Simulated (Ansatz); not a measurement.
An Ansatz (a first-principles code) run: TlBr; PBE (Ansatz; PAW; 420 eV plane waves; without spin-orbit coupling).

Input:

Ansatz 0.2 input:
```yaml
crystal:
  lattice:
    - [4.0532152698, 0, 0]
    - [0, 4.0532152698, 0]
    - [0, 0, 4.0532152698]
  atoms:
    - { symbol: Tl, position: [0, 0, 0] }
    - { symbol: Br, position: [0.5, 0.5, 0.5] }
basis: { ecutwfc: 420, ecutrho_ratio: 4, xc_grid: 2, fft_grid_basis: typed }
kpoints: { mp_grid: { grid: [8, 8, 8] } }
hamiltonian:
  xc: pbe
  dispersion: none
  pseudopotentials: { kind: paw }
scf: { occupations: { method: fermi_dirac, width: 0.05 }, convergence: { dr2_threshold: 0.0000000002 } }
output: { forces: true, stress: true }
checkpoint: { write: state.ck, write_every: 1000 }
```

Output (explanatory and most iteration lines left out):

```
Pseudopotential: Tl, paw, valence charge 13
Pseudopotential: Br, paw, valence charge 7
Crystal: 2 atoms, lattice volume = 66.588 Å³
Basis set: ecut = 420 eV, 1309 PW (Γ), exchange–correlation on 60×60×60 points (8 copies of the dense FFT grid, shifted against one another)
Bands: 14, of which v1, the nominal top of the filled ones, is band 10 counted from 1 (9 counted from 0)
Symmetry: 48 space group operations
Space group: Pm-3m (ITA 221), of the structure as read, at distance tolerance 4.1e-5 Å
k-points: 35 of 512
Functional: x = pbe(κ = 0.804, μ = 0.2195149727645171), c = pbe(β = 0.06672455060314922)
SCF iter   1: F=—  HF=-14229.007434 eV  |F-HF|=—  |Δ(HF+E_count)|=         —  Δρ=7.69e-4  dr2=8.10e-4  ethr=1.77e-3  ⟨swp⟩=6.4  Hψ=2798  notcnv=0
SCF iter   2: F=—  HF=-14229.006957 eV  |F-HF|=—  |Δ(HF+E_count)|=   4.77e-4  Δρ=7.69e-4  dr2=8.35e-4  ethr=4.05e-6  ⟨swp⟩=3.4  Hψ=1353  notcnv=0
SCF 1 converged in 11 iterations: F = -14229.006729 eV  dr2 = 7.51e-11
SCF converged after 11 iterations
Free energy (F): -14229.006729 eV
Internal energy: -14229.006729 eV  (E = F + TS)
E sigma→0 (E₀):  -14229.006729 eV
Fermi energy:    5.440279 eV
--- Forces (eV/Å), atoms counted from 1 ---
  atom   1  Tl    -0.00000000     0.00000000     0.00000000
  atom   2  Br     0.00000000    -0.00000000    -0.00000000
--- Stress (GPa, compression-positive) ---
       -0.007261       0.000000       0.000000
        0.000000      -0.007261      -0.000000
        0.000000      -0.000000      -0.007261
  P = ⅓ Tr σ = -0.0073 GPa (-0.073 kbar)
```

Spin-orbit coupling, missing from the scalar runs, can matter with Tl. Stability against distortions was not tested. The cell is TlBr in the CsCl type structure (space group Pm-3m, No. 221).
